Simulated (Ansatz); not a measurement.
Functionals compared on CO on the 1x1 (0001) surface of hcp Ru, one in a 2x2 cell, started at the site 'bridge Ru-Ru (span 2.7 Å)', in Ansatz (plane waves, PAW). The structure was relaxed with PBE; the other rows are single points on it, each with its references at the same level. Cutoff 420 eV (500 eV for r2SCAN).

Model: 18-atom slab, 6.3 Å thick at the start under the adsorbate (thin: gaps and levels are the slab's own), 6x6x1 mesh, Fermi-Dirac 0.1 eV, dipole correction, 8 atoms held, the rest relaxed; start symmetry kept, larger cells not searched; no spin, no spin-orbit, no U, no dispersion correction. At the end it is bonded to 3 Ru. In PBE it is, or lies within 0.03 eV of, the lowest of the starts that converged. These notes are the PBE run's. Adsorption energies are against CO(g). A negative adsorption energy means that the adsorbate is more stable on the surface than in its reference.

```json
[
 {"functional": "PBE", "adsorption energy (eV)": "-1.87", "work function of the top face (eV)": "6.16", "change of the work function (eV)": "1.16", "rough cost of the single point": "–"},
 {"functional": "RPBE", "adsorption energy (eV)": "-1.49", "work function of the top face (eV)": "6.02", "change of the work function (eV)": "1.20", "rough cost of the single point": "about 110 core-seconds (a rough figure)"},
 {"functional": "r2SCAN", "adsorption energy (eV)": "[?]", "work function of the top face (eV)": "[?]", "change of the work function (eV)": "[?]", "rough cost of the single point": "roughly 4 core-minutes"}
]
```

### Question
What belongs in the gaps?

### Answer

- r2SCAN, adsorption energy (eV): -1.97
- r2SCAN, work function of the top face (eV): 6.26
- r2SCAN, change of the work function (eV): 1.26

Ansatz is an electronic-structure program.
